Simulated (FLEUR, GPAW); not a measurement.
A FLEUR input for a self-consistent single point of OsRu3 (P6_3/mmc, 8 atoms in the cell) (DFT, PBEsol, all-electron FLAPW (FLEUR), scalar-relativistic valence):

Input of the input generator:

```
scf OsRu3
&input film=f /
1.0000000000 -0.0000000081 0.0000000000
-0.4999999930 0.8660254078 0.0000000000
0.0000000000 0.0000000000 0.7901745815
10.2620068982
1.0 1.0 1.0

8
44 0.8325600000 0.1674400000 0.7500000000
44 0.1674400000 0.8325600000 0.2500000000
44 0.6651200000 0.8325600000 0.2500000000
44 0.3348800000 0.1674400000 0.7500000000
44 0.8325600000 0.6651200000 0.7500000000
44 0.1674400000 0.3348800000 0.2500000000
76 0.6666666667 0.3333333333 0.2500000000
76 0.3333333333 0.6666666667 0.7500000000

&comp jspins=1 /
&exco xctyp='PBEs' /
&kpt div1=4 div2=4 div3=5 gamma=t /
&end /
```

```xml
<?xml version="1.0" encoding="UTF-8" standalone="no"?>
<fleurInput fleurInputVersion="0.39">
   <comment>
      scf OsRu3                                                                                           
   </comment>
   <calculationSetup>
      <cutoffs Kmax="4.3" Gmax="17.2" GmaxXC="17.2" numbands="0"/>
      <scfLoop itmax="100" minDistance="0.00001" maxIterBroyd="15" imix="Anderson" alpha="0.05" precondParam="0.0" spinf="2.0"/>
      <coreElectrons ctail="T" frcor="F" kcrel="0" coretail_lmax="0"/>
      <xcFunctional name="PBEs" relativisticCorrections="F"/>
      <magnetism jspins="1"/>
      <soc l_soc="F" theta="0.0" phi="0.0" spav="F"/>
      <expertModes spex="0" secvar="F"/>
      <geometryOptimization l_f="T" forcealpha="1.0" forcemix="BFGS" epsdisp="0.00001" epsforce="0.00001"/>
      <ldaU l_linMix="F" mixParam="0.05" spinf="1.0"/>
   </calculationSetup>
   <cell>
      <bzIntegration valenceElectrons="112.0" mode="hist" fermiSmearingEnergy="0.00499791">
         <kPointListSelection listName="default-1"/>
         <!-- k-points included here -->
         <xi:include xmlns:xi="http://www.w3.org/2001/XInclude" href="kpts.xml"> </xi:include>
      </bzIntegration>
      <!-- symmetry operations included here -->
      <xi:include xmlns:xi="http://www.w3.org/2001/XInclude" href="sym.xml"> </xi:include>
      <bulkLattice scale="1.0">
         <bravaisMatrix>
            <row-1>   10.2620068981999992    -0.0000000831222559     0.0000000000000000</row-1>
            <row-2>   -5.1310033772659507     8.8871587088600670     0.0000000000000000</row-2>
            <row-3>    0.0000000000000000     0.0000000000000000     8.1087770061352966</row-3>
         </bravaisMatrix>
      </bulkLattice>
   </cell>
   <atomSpecies>
      <species name="Ruthenium (Ru)" element="Ru" atomicNumber="44">
         <mtSphere radius="2.34" gridPoints="807" logIncrement="0.016"/>
         <atomicCutoffs lmax="10" lnonsphr="8"/>
         <electronConfig flipSpins="F">
            <coreConfig>(1s1/2) (2s1/2) (2p1/2) (2p3/2) (3s1/2) (3p1/2) (3p3/2) (4s1/2) (3d3/2) (3d5/2)</coreConfig>
            <valenceConfig>(4p1/2) (4p3/2) (5s1/2) (4d3/2) (4d5/2)</valenceConfig>
            <stateOccupation state="(5s1/2)" spinUp="0.5" spinDown="0.5"/>
            <stateOccupation state="(4d3/2)" spinUp="1.4" spinDown="1.4"/>
            <stateOccupation state="(4d5/2)" spinUp="2.1" spinDown="2.1"/>
         </electronConfig>
         <energyParameters s="5" p="5" d="4" f="4"/>
         <lo type="SCLO" l="1" n="4" eDeriv="0"/>
      </species>
      <species name="Osmium (Os)" element="Os" atomicNumber="76">
         <mtSphere radius="2.34" gridPoints="807" logIncrement="0.016"/>
         <atomicCutoffs lmax="10" lnonsphr="8"/>
         <electronConfig flipSpins="F">
            <coreConfig>(1s1/2) (2s1/2) (2p1/2) (2p3/2) (3s1/2) (3p1/2) (3p3/2) (4s1/2) (3d3/2) (3d5/2) (4p1/2) (4p3/2) (5s1/2) (4d3/2) (4d5/2) (4f5/2) (4f7/2)</coreConfig>
            <valenceConfig>(5p1/2) (5p3/2) (6s1/2) (5d3/2) (5d5/2)</valenceConfig>
            <stateOccupation state="(5d3/2)" spinUp="1.2" spinDown="1.2"/>
            <stateOccupation state="(5d5/2)" spinUp="1.8" spinDown="1.8"/>
         </electronConfig>
         <energyParameters s="6" p="6" d="5" f="5"/>
         <lo type="SCLO" l="1" n="5" eDeriv="0"/>
      </species>
   </atomSpecies>
   <atomGroups>
      <atomGroup species="Ruthenium (Ru)">
         <relPos label="                   1">-.1674400000 .1674400000 -1.000/4.000</relPos>
         <relPos label="                   2">.1674400000 -.1674400000 1.000/4.000</relPos>
         <relPos label="                   3">-.3348800000 -.1674400000 1.000/4.000</relPos>
         <relPos label="                   4">.3348800000 .1674400000 -1.000/4.000</relPos>
         <relPos label="                   5">-.1674400000 -.3348800000 -1.000/4.000</relPos>
         <relPos label="                   6">.1674400000 .3348800000 1.000/4.000</relPos>
         <force calculate="T" relaxXYZ="TTT"/>
      </atomGroup>
      <atomGroup species="Osmium (Os)">
         <relPos label="                   7">-1.000/3.000 1.000/3.000 1.000/4.000</relPos>
         <relPos label="                   8">1.000/3.000 -1.000/3.000 -1.000/4.000</relPos>
         <force calculate="T" relaxXYZ="TTT"/>
      </atomGroup>
   </atomGroups>
   <output dos="F" band="F" slice="F">
      <checks vchk="F" cdinf="F"/>
      <bandDOS minEnergy="-.5*Htr" maxEnergy="0.5*Htr" sigma="0.015" storeEVData="T"/>
      <vacuumDOS vacdos="F" integ="F" star="F" nstars="0" locx1="0.0" locy1="0.0" locx2="0.0" locy2="0.0" nstm="0" tworkf="0.0"/>
      <unfoldingBand unfoldBand="F" supercellX="1" supercellY="1" supercellZ="1"/>
      <plotting iplot="0" polar="F">
         <plot TwoD="T" vec1="  1.0  0.0  0.0" vec2="  0.0  1.0  0.0" vec3="  0.0  0.0  1.0" zero="  0.0  0.0  0.0" file="plot"/>
      </plotting>
      <chargeDensitySlicing numkpt="0" minEigenval="0.0" maxEigenval="0.0" nnne="0" pallst="F"/>
      <specialOutput eonly="F"/>
      <magneticCircularDichroism mcd="F" energyLo="-10.0" energyUp="0.0"/>
   </output>
  <!-- We include the file relax.xml here to enable relaxations (see documentation) -->
  <xi:include xmlns:xi="http://www.w3.org/2001/XInclude" href="relax.xml"> <xi:fallback/> </xi:include>
</fleurInput>
```

Question: Translate this input to GPAW.

Answer: One input that does it (others would too):

```python
from ase import Atoms
from ase.units import GPa
from gpaw import GPAW

atoms = Atoms(['Ru', 'Ru', 'Ru', 'Ru', 'Ru', 'Ru', 'Os', 'Os'],
              cell=[[5.430420, 0.000000, 0.000000],
                    [-2.715210, 4.702882, 0.000000],
                    [0.000000, 0.000000, 4.290980]],
              scaled_positions=[[0.832560, 0.167440, 0.750000],
                                [0.167440, 0.832560, 0.250000],
                                [0.665120, 0.832560, 0.250000],
                                [0.334880, 0.167440, 0.750000],
                                [0.832560, 0.665120, 0.750000],
                                [0.167440, 0.334880, 0.250000],
                                [0.666667, 0.333333, 0.250000],
                                [0.333333, 0.666667, 0.750000]],
              pbc=True)

calc = GPAW(mode={'name': 'pw', 'ecut': 600},
            xc='PBEsol',
            kpts={'size': (4, 4, 5), 'gamma': True},
            occupations={'name': 'fermi-dirac', 'width': 0.136},
            nbands=-12,
            symmetry={'symmorphic': False, 'tolerance': 0.0005},
            maxiter=120)

atoms.calc = calc

energy = atoms.get_potential_energy()
print('Energy (eV):', round(energy, 6))
forces = atoms.get_forces()
print('Forces (eV/Ang):')
print(forces.round(5))
stress = atoms.get_stress()
print('Stress (GPa, Voigt):', (stress / GPa).round(4))
```

Basis settings and potentials, where a program has them, do not carry over. This input uses DFT PBEsol, plane waves, GPAW PAW datasets PBEsol (made by gpaw-setup).

The starting cell comes from a database of computed structures (which also holds hypothetical and non-ambient phases and stackings), without a prior relaxation at this level.
